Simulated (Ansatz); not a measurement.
## Ti3Al (P6₃/mmc, No. 194)

The numbers are results of PBEsol in Ansatz (PAW), not measurements.

Settings: plane-wave cutoff 520 eV, 12×12×14 k mesh (along the axes of the cell as run), Fermi–Dirac smearing 0.019 eV (set by the program), no spin polarisation, scalar-relativistic PAW data made under PBE.

Cell (relaxed at this level):

AlTi3 has the hexagonal space group P6₃/mmc (No. 194), Pearson symbol hP8. Cell: a = b = 5.6877 Å, c = 4.6080 Å, α = β = 90.00°, γ = 120.00°. Al on 2c is coordinated by 12 Ti at 2.812–2.844 Å (anticuboctahedral). Ti on 6h is coordinated by 8 Ti at 2.793–2.895 Å and 4 Al at 2.812–2.844 Å (anticuboctahedral). (Neighbours: up to the widest gap in distance over summed covalent radii, below 1.35, at either atom.)

| Item | Result |
|---|---|
| Voigt–Reuss–Hill bulk modulus | 122 GPa |
| Voigt–Reuss–Hill shear modulus (Hill average) | 61.0 GPa |
| Young modulus | 157 GPa |
| Poisson ratio | 0.285 |

Elastic constants are with the ions relaxed.

Computed values are for the static lattice.

Cost on a shared machine: about 3 core-hours (a rough figure).

Ansatz is a quantum-chemistry and plane-wave program.
